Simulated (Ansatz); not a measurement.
# CdTe, pressure series

Take CdTe in the zinc blende structure (space group F-43m, No. 216; a = 6.4887 Å) as the base.

Cell and atoms are relaxed at each pressure.

Method: PBEsol/PAW in Ansatz (a quantum-chemistry and plane-wave program), no SOC.

Notes on the quantities. hole mass: degenerate bands, along [100].

| change | hole mass | volume per atom | electron mass |
|---|---|---|---|
| base | 0.056, 0.51, 0.51 mₑ (at Γ) | 34.15 Å³ | 0.055 mₑ (at Γ) |
| pressure −2 GPa | 0.045, 0.56, 0.56 mₑ (at Γ) | 36.11 Å³ | 0.044 mₑ (at Γ) |
| pressure −1 GPa | 0.051, 0.53, 0.53 mₑ (at Γ) | 35.05 Å³ | 0.050 mₑ (at Γ) |
| pressure 0.9 GPa | (withheld) | (withheld) | (withheld) |
| pressure 2.1 GPa | 0.064, 0.47, 0.47 mₑ (at Γ) | 32.64 Å³ | 0.063 mₑ (at Γ) |
| pressure 4.5 GPa | 0.071, 0.44, 0.44 mₑ (at Γ) | 31.27 Å³ | 0.070 mₑ (at Γ) |
| pressure 9 GPa | 0.081, 0.40, 0.40 mₑ (at Γ) | 29.36 Å³ | 0.080 mₑ (at Γ) |
| pressure 15 GPa | 0.090, 0.35, 0.35 mₑ (at Γ) | 27.52 Å³ | 0.089 mₑ (at Γ) |
| pressure 22.5 GPa | 0.099, 0.32, 0.32 mₑ (at Γ) | 25.84 Å³ | 0.097 mₑ (at Γ) |
| pressure 30 GPa | 0.10, 0.29, 0.29 mₑ (at Γ) | 24.57 Å³ | 2.7 mₑ along k, 0.25 mₑ across (at X) |

Problem. Some entries are withheld; estimate them.

Solution. 
- pressure 0.9 GPa, hole mass: 0.059, 0.49, 0.49 mₑ (at Γ)
- pressure 0.9 GPa, volume per atom: 33.46 Å³
- pressure 0.9 GPa, electron mass: 0.059 mₑ (at Γ)

Spin-orbit coupling, missing from the scalar runs, can matter with Te. The levels and masses belong to the bands next to the band gap. Load acts through the strain it causes; cell and atoms are relaxed under it. Effective masses come from finite differences of ±0.01 Å⁻¹. Along k means along the line from Γ to the band edge. Whether these cells are dynamically stable was not tested. Measured, CdTe leaves this structure (for cinnabar) near 3.53 GPa (temperature not stated; as listed in Datta, Sujoy, Jana, Debnarayan, arXiv (2020)), on rising pressure, with hysteresis.
